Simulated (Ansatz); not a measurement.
Take CdTe in the zinc blende structure (space group F-43m, No. 216; a = 6.618 Å) as the base.

(Cell as relaxed with PBE.)

Levels (all Ansatz, a quantum-chemistry and plane-wave program, PAW): PBE (420 eV, no SOC); PBEsol (420 eV, spin-orbit coupling left out).

Each level relaxes its own structure.

| quantity | PBE | PBEsol |
|---|---|---|
| volume per atom | 36.23 Å³ | … |
| lattice parameter a | 6.618 Å | … |
| band gap | 0.59 eV | … |
| gap character | direct at Γ | … |
| electron mass | 0.053 mₑ | … |
| hole mass (degenerate bands, along [100]) | 0.054, 0.57, 0.57 mₑ | … |

**Question.** Given the PBE results, estimate those of PBEsol.

**Answer.** 
- volume per atom, PBEsol: 34.16 Å³
- lattice parameter a, PBEsol: 6.489 Å
- band gap, PBEsol: 0.65 eV
- gap character, PBEsol: direct at Γ
- electron mass, PBEsol: 0.055 mₑ
- hole mass (degenerate bands, along [100]), PBEsol: 0.056, 0.51, 0.51 mₑ

PBE's volume per atom lies 2.075 Å³ above PBEsol's (6.1 %); PBE's lattice parameter a lies 0.129 Å above PBEsol's (2.0 %); PBE's band gap lies 0.06 eV below PBEsol's; the two agree on the gap character. Neither level is exact; PBEsol is the comparison here, not a measurement.

With Te present, leaving out spin-orbit coupling can change the band edges. Effective masses come from finite differences of ±0.01 Å⁻¹. Whether these cells are dynamically stable was not tested.
